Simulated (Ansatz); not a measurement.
```
CELL_PARAMETERS angstrom
     15.50000     0.00000     0.00000
      0.00000    16.00000     0.00000
      0.00000     0.00000     6.54346
ATOMIC_POSITIONS crystal
  In 0.38811 0.43741 0.00194
  P  0.34907 0.41558 0.37406
  In 0.38811 0.56259 0.50194
  P  0.34907 0.58442 0.87406
  In 0.50000 0.37484 0.50194
  P  0.50000 0.33116 0.87406
  In 0.50000 0.62516 0.00194
  P  0.50000 0.66884 0.37406
  In 0.61189 0.43741 0.00194
  P  0.65093 0.41558 0.37406
  In 0.61189 0.56259 0.50194
  P  0.65093 0.58442 0.87406
```

The numbers are results of PBE (plane waves to 420 eV, PAW; Ansatz, a first-principles code), not measurements. Mesh 1×1×6. No spin polarisation, so a magnetic state wasn't tested. Periodic along z alone, with about 11 Å of vacuum beside it. An idealised model, cut from the bulk lattice. Only distortions within the start's symmetry and period were free. Values not marked SOC lack spin–orbit coupling.

Q: Tabulate the two highest filled and two lowest empty levels along the axis, from the valence top.

A: 
```
k (2π/c)  v2 (eV)  v1 (eV)  c1 (eV)  c2 (eV)
--------  -------  -------  -------  -------
0.000       -0.12    -0.12     1.22     1.54
0.042       -0.14    -0.12     1.20     1.56
0.083       -0.15    -0.15     1.17     1.64
0.125       -0.12    -0.12     1.12     1.74
0.167       -0.08    -0.08     1.06     1.85
0.208       -0.04    -0.04     1.02     1.95
0.250       -0.01    -0.01     0.98     2.01
0.292        0.00     0.00     0.97     2.00
0.333       -0.01    -0.01     0.99     1.93
0.375       -0.04    -0.04     1.03     1.81
0.417       -0.10    -0.10     1.11     1.66
0.458       -0.19    -0.19     1.22     1.51
0.500       -0.27    -0.27     1.35     1.35
```
